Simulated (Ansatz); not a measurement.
Pt: stress against strain

Pt (fcc, Fm-3m, 15.057 Å³/atom at rest) under an equal strain ε in the (001) plane with the normal axis free, as in a coherent film. PBEsol in Ansatz, a plane-wave DFT program (PAW, default set), 420 eV, 29×29×29 Γ-centred mesh, Fermi-Dirac smearing 0.10 eV; ions are relaxed within the symmetry of each cell. Stress is positive for a compressed cell.

Here s stands for strain and y for stress xx.

| strain (%) | stress xx (GPa) |
|---|---|
| -1.50 | 4.50 |
| -1.00 | 2.86 |
| -0.50 | 1.36 |
| 0.00 | 0.00 |
| 0.50 | -1.23 |
| 1.00 | -2.33 |
| 1.50 | -3.31 |
| 3.00 | ? |

Task: Fit y against s with a straight line, and predict the withheld value at s = 3.00.

Result: Means: s 0, y 0.264. About the means, the sum of products is -18.200 and the sum of squares of s is 7.0000; the slope is their ratio. Least squares gives y = 0.264 - 2.6000·s. Residuals (row less fit): 0.336, -0.004, -0.204, -0.264, -0.194, 0.006, 0.326; standard error 0.271 (degrees of freedom: 5). The slope gives the biaxial elastic modulus of this plane = 260 ± 10 GPa. At the withheld row, y = 0.264 - 2.6000 × 3.0 = -7.536 GPa. The calculation gives -5.55 GPa, 1.986 GPa above the prediction (19.8 % of the range of y in the table). The row lies outside the fitted rows, so this is an extrapolation. From the scatter of the fitted rows alone, a prediction at this place has a standard error of 0.423 GPa, so the miss is 4.7 times that.

One order more, fitted to all 13 runs of the series, follows each within 0.04, so the miss is the next term of a smooth law. In a metal these values are sensitive to mesh and smearing; energies are taken to zero smearing, stresses follow the free energy. Rows are the converged runs of the series near zero and its far end; series whose fitted rows scatter by over a few per cent of the range, as at a crossing or softening among them, aren't shown in this form. Most that stay on the fit to the last digits aren't either.
